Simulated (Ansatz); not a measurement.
Given:

```
BP
1.0
    0.00000     2.26008     2.26008
    2.26008     0.00000     2.26008
    2.26008     2.26008     0.00000
B P
1 1
Direct
  0.00000   0.00000   0.00000
  0.25000   0.25000   0.25000
```

All values below come from PBE with spin-orbit coupling, rigid bands (plane waves, PAW; Ansatz, a quantum-chemistry and plane-wave program). How the cell was made: cell and atoms relaxed with PBEsol.

**Question.** Predict the electron conductivity mass (n e² τ/σ) at 300 K, by direction if it differs.

**Answer.** 0.33 mₑ.

**Question.** What conductivity effective mass do dilute holes have at 300 K?

**Answer.** 0.43 mₑ.

**Question.** And the band gap?

**Answer.** 1.21 eV at this level; semilocal functionals usually fall short of the measured gap.

Rigid bands, one relaxation time for all states, no polarons. Geometry: cell and atoms relaxed with PBEsol.
